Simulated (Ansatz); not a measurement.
A self-consistent single point of SrGe3Pt (I4mm, 5 atoms in the cell) with Ansatz (a first-principles code).

Level of theory: PBEsol-D3BJ, default PAW files made with PBE (plane waves; Ansatz).

```yaml
crystal:
  lattice:
    - [-2.22455, 2.22455, 4.98895]
    - [2.22455, -2.22455, 4.98895]
    - [2.22455, 2.22455, -4.98895]
  atoms:
    - { symbol: Sr, position: [0.00049, 0.00049, 0.00000] }
    - { symbol: Ge, position: [0.25566, 0.75566, 0.50000] }
    - { symbol: Ge, position: [0.75566, 0.25566, 0.50000] }
    - { symbol: Ge, position: [0.40158, 0.40158, 0.00000] }
    - { symbol: Pt, position: [0.64660, 0.64660, 0.00000] }
```

Reference input (self-consistent single point, DFT, PBEsol, plane waves, default PAW files made with PBE): kpoints.mp_grid.grid = 8 8 8; hamiltonian.xc = pbesol; hamiltonian.pseudopotentials = {kind: paw} (the program's default PAW files); scf.occupations.method = gaussian; scf.occupations.width = 0.0073 Ry. This run's input differs from it in these lines:

```diff
@@ -15,2 +15,3 @@
   xc: pbesol
+  dispersion: d3bj
   pseudopotentials: { kind: paw }
```

Output, abridged:

```
SCF iter   1: F=—  HF=-28641.978189 eV  |F-HF|=—  |Δ(HF+E_count)|=         —  Δρ=3.29e-3  dr2=7.60e-3  ethr=1.77e-3  ⟨swp⟩=6.9  Hψ=10288  notcnv=0  defer=1
all-band conjugate gradients solve this SCF's bands
preconditioner: auto → Kerker (q_TF=auto, 2.576 Å⁻¹)
SCF iter   2: F=—  HF=-28641.980089 eV  |F-HF|=—  |Δ(HF+E_count)|=   1.90e-3  Δρ=2.02e-3  dr2=5.69e-3  ethr=1.09e-5  ⟨swp⟩=2.1  Hψ=4609  notcnv=0  defer=2
   [... lines left out ...]
SCF iter   5: F=—  HF=-28641.978848 eV  |F-HF|=—  |Δ(HF+E_count)|=   7.53e-5  Δρ=1.44e-4  dr2=2.85e-5  ethr=5.35e-7  ⟨swp⟩=2.0  Hψ=2930  notcnv=0  defer=2
SCF iter   6: F=—  HF=-28641.978847 eV  |F-HF|=—  |Δ(HF+E_count)|=   7.72e-7  Δρ=5.64e-5  dr2=9.16e-6  ethr=4.07e-8  ⟨swp⟩=2.0  Hψ=4109  notcnv=0  defer=2
SCF iter   7: F=—  HF=-28641.978845 eV  |F-HF|=—  |Δ(HF+E_count)|=   2.22e-6  Δρ=1.66e-5  dr2=2.94e-7  ethr=1.31e-8  ⟨swp⟩=2.0  Hψ=3033  notcnv=0  defer=2
SCF iter   8: F=-28641.978845 eV  HF=-28641.978845 eV  |F-HF|=1.60e-8  |Δ(HF+E_count)|=   1.26e-7  Δρ=3.57e-6  dr2=2.50e-8  ethr=1.43e-10  ⟨swp⟩=9.8  Hψ=11491  notcnv=0
SCF 1 converged in 8 iterations: F = -28641.978845 eV  dr2 = 2.50e-8
Free energy (F): -28641.978845 eV
Internal energy: -28641.970766 eV  (E = F + TS)
E sigma→0 (E₀):  -28641.974805 eV
Entropy (-TS):   -0.008079 eV (-1.616 meV/atom)
Fermi energy:    12.902277 eV
--- Forces (eV/Å), atoms counted from 1 ---
  atom   1  Sr    -0.00000000     0.00000000    -0.02713409
  atom   2  Ge    -0.00000000     0.00000000     0.09737375
  atom   3  Ge     0.00000000     0.00000000     0.09737375
  atom   4  Ge    -0.00000000    -0.00000000     0.00268261
  atom   5  Pt     0.00000000     0.00000000    -0.17026471
--- Stress (GPa, compression-positive) ---
       -1.116141       0.000000      -0.000000
        0.000000      -1.116141      -0.000000
       -0.000000       0.000000      -1.104972
  P = ⅓ Tr σ = -1.1124 GPa (-11.124 kbar)
  The stress holds the Pulay correction. Without it, at fixed plane waves, as pw.x and ABINIT print it: P = -1.1442 GPa
```

The run converged in 8 iterations. Against the reference run the pressure goes from 2.38 to -1.11 GPa and the largest force goes from 0.164 to 0.170 eV/Å.

The starting cell comes from a database of computed structures (which also holds hypothetical and non-ambient phases and stackings), without a prior relaxation at this level. Its lattice was rescaled by a random factor within 2.5 % of one. Spin polarisation is off. Ansatz's pressure includes its estimate of the finite-basis (Pulay) stress.

Keys are those of Ansatz 0.2.
